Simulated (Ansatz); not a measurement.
Pair distribution function (Mo-S) of MoS2 (2H layers), cell Mo32S64, begun in the crystal structure [in the run: it stayed crystalline; mean temperature 1111 K (target 1120 K); density 4.98 g/cm³; mean pressure 0.6 GPa against a target of 0; Γ point only, which a denser mesh shifts by -0.4 GPa in pressure and 0.03 eV/Å in forces], from MD at 1111 K. All values below come from PBE + D3(BJ) (plane waves, PAW; Ansatz, a program for electronic structure). Volume per atom 17.81 Å³, mean pressure 0.6 GPa. 

```csv
r (Å),g(r)
1.54,0.00
1.58,0.00
1.62,0.00
1.66,0.00
1.70,0.00
1.74,0.00
1.78,0.00
1.82,0.00
1.86,0.00
1.90,0.00
1.94,0.00
1.98,0.00
2.02,0.00
2.06,0.00
2.10,0.00
2.14,0.05
2.18,0.28
2.22,1.04
2.26,2.57
2.30,4.86
2.34,7.23
2.38,9.07
2.42,8.92
2.46,7.54
2.50,5.46
2.54,3.47
2.58,2.09
2.62,1.09
2.66,0.55
2.70,0.22
2.74,0.09
2.78,0.03
2.82,0.01
2.86,0.00
2.90,0.00
2.94,0.00
2.98,0.00
3.02,0.00
3.06,0.00
3.10,0.00
3.14,0.00
3.18,0.00
3.22,0.00
3.26,0.00
3.30,0.00
3.34,0.00
3.38,0.00
3.42,0.01
3.46,0.01
3.50,0.01
3.54,0.03
3.58,0.04
3.62,0.11
3.66,0.19
3.70,0.35
3.74,0.54
3.78,0.83
3.82,1.19
3.86,1.50
3.90,1.94
3.94,2.08
3.98,2.26
4.02,2.14
4.06,1.89
4.10,1.58
4.14,1.21
4.18,0.91
4.22,0.69
4.26,0.49
4.30,0.40
4.34,0.36
4.38,0.35
4.42,0.35
4.46,0.42
4.50,0.43
4.54,0.44
4.58,0.43
4.62,0.41
4.66,0.40
4.70,0.37
4.74,0.40
4.78,0.46
4.82,0.64
4.86,0.85
4.90,1.26
4.94,1.67
4.98,2.08
5.02,2.47
5.06,2.73
5.10,2.77
```

Task: From the above, determine where the first shell ends and the number of neighbours in it.

Result: g is nil from 2.9 to 3.5 Å, so any cut there serves; 6.0 S round each Mo and 3.0 Mo round each S in the shell, from n = 4πρ∫r²g(r)dr.
